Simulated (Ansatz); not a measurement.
Hypothetical Pm-3n GaN, pressure series

The parent structure is GaN (space group Pm-3n, No. 223; a = 5.5714 Å; a hypothetical phase, not in the database extracts checked).

Cell and atoms are relaxed at each pressure.

All numbers come from Ansatz (an electronic-structure program), PBE, PAW, cutoff 420 eV, no spin-orbit coupling.

```
change            width of the top valence band   electron mass  lattice parameter a  band gap
----------------  -----------------------------  --------------  -------------------  --------
base                                    1.49 eV  0.19 mₑ (at Γ)             557.1 pm   1.50 eV
pressure −2 GPa                         1.46 eV  0.18 mₑ (at Γ)             560.0 pm   1.43 eV
pressure −1 GPa                         1.48 eV  0.19 mₑ (at Γ)             558.5 pm   1.47 eV
pressure 0.3 GPa                        1.50 eV  0.19 mₑ (at Γ)             556.8 pm   1.51 eV
pressure 0.7 GPa                        1.51 eV  0.19 mₑ (at Γ)             556.2 pm   1.52 eV
pressure 3 GPa                          1.54 eV  0.20 mₑ (at Γ)             553.3 pm   1.58 eV
pressure 5 GPa                          1.57 eV  0.21 mₑ (at Γ)             550.9 pm   1.63 eV
pressure 7.5 GPa                        1.61 eV  0.21 mₑ (at Γ)             548.1 pm   1.68 eV
pressure 10 GPa                         1.65 eV  0.22 mₑ (at Γ)             545.5 pm   1.73 eV
```

Load acts through the strain it causes; cell and atoms are relaxed under it. Effective masses come from finite differences of ±0.01 Å⁻¹. No phonon test of stability was made. Competing high-pressure phases were not computed.
